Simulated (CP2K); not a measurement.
CP2K run on Mg3Sc (Pm-3m, 4 atoms in the cell): self-consistent single point.

Level of theory: PBEsol, GPW, DZVP-MOLOPT-SR-GTH basis, GTH-PBE potentials (GTH_POTENTIALS) run with CP2K.

The change in words: lattice scaled by 0.98. Reference geometry:
```
CELL_PARAMETERS angstrom
      4.62552     0.00000     0.00000
      0.00000     4.62552     0.00000
      0.00000     0.00000     4.62552
ATOMIC_POSITIONS crystal
  Mg 0.50000 0.50000 0.00000
  Mg 0.00000 0.50000 0.50000
  Mg 0.50000 0.00000 0.50000
  Sc 0.00000 0.00000 0.00000
```

Reference input (self-consistent single point, DFT PBEsol, GPW, DZVP-MOLOPT-SR-GTH basis, GTH-PBE potentials (GTH_POTENTIALS)): CUTOFF = 1000 Ry; REL_CUTOFF = 50 Ry; SMEAR/METHOD = FERMI_DIRAC; ELECTRONIC_TEMPERATURE = 580.23 K; KPOINTS/SCHEME = MONKHORST-PACK 10 10 10; GAMMA_CENTERED = T; XC_FUNCTIONAL = PBE:PBESOL; Mg/BASIS_SET = DZVP-MOLOPT-SR-GTH; Mg/POTENTIAL = GTH-PBE-q10; Sc/BASIS_SET = DZVP-MOLOPT-SR-GTH; Sc/POTENTIAL = GTH-PBE-q11; METHOD = GPW. This run's input differs from it in these lines:

```diff
@@ -67,3 +67,3 @@
     &CELL
-      ABC 4.62551700 4.62551700 4.62551700
+      ABC 4.53300700 4.53300700 4.53300700
       ALPHA_BETA_GAMMA 90.00000000 90.00000000 90.00000000
```

Log, with long lists cut:

```
 SCF WAVEFUNCTION OPTIMIZATION

  Step     Update method      Time    Convergence         Total energy    Change
     1 NoMix/Diag. 0.20E+00      -     1.41198826      -236.6240765015 -2.37E+02
     2 Broy./Diag. 0.20E+00      -     0.02401725      -235.9538690890  6.70E-01
     3 Broy./Diag. 0.20E+00      -     0.09660002      -236.0800354685 -1.26E-01
     4 Broy./Diag. 0.20E+00      -     0.06477987      -236.2373706982 -1.57E-01
     5 Broy./Diag. 0.20E+00      -     0.00829311      -236.1187911765  1.19E-01
     6 Broy./Diag. 0.20E+00      -     0.00469130      -235.9908896490  1.28E-01
   [... 6 lines left out ...]
    13 Broy./Diag. 0.20E+00      -     0.00005378      -235.9869759651 -5.51E-04
    14 Broy./Diag. 0.20E+00      -     0.00000115      -235.9872891098 -3.13E-04
    15 Broy./Diag. 0.20E+00      -     0.00000464      -235.9871584857  1.31E-04
    16 Broy./Diag. 0.20E+00      -     0.00000037      -235.9871458829  1.26E-05
  *** SCF run converged in    16 steps ***

  Overlap energy of the core charge distribution:               0.00000000000000
  Self energy of the core charge distribution:               -527.69847875255698
  Core Hamiltonian energy:                                    151.06375118996297
  Hartree energy:                                             172.03100445075339
  Exchange-correlation energy:                                -31.38230245616787
  Electronic entropic energy:                                  -0.00112031475253
  Fermi energy:                                                 0.20742610877964

  Total energy:                                              -235.98714588292955
  Total energy (extrapolated to T->0):                       -235.98658572555328

                     Mulliken Population Analysis

   [... lines left out ...]

 STRESS| Analytical stress tensor [bar]
 STRESS|                        x                   y                   z
 STRESS|      x       -4.67907308171E+03   5.90916801642E-03   5.90916772921E-03
 STRESS|      y        5.90916801642E-03  -4.67907308177E+03   5.90917046501E-03
 STRESS|      z        5.90916772921E-03   5.90917046501E-03  -4.67905495830E+03
 STRESS| 1/3 Trace                                            -4.67906704059E+03
```

The run converged in 16 iterations. Against the reference run the free energy goes down by 14.6 meV/atom and the pressure goes from -2.64 to -0.47 GPa.

The starting cell comes from a database of computed structures (which also holds hypothetical and non-ambient phases and stackings), without a prior relaxation at this level. Its lattice was rescaled by a random factor within 2.5 % of one. For this run, on top of that: lattice scaled by 0.98. Values carry the incompleteness of an atom-centred basis. The potentials were made for another functional than the one used.

Cost on one core of a shared machine: roughly 60 s.
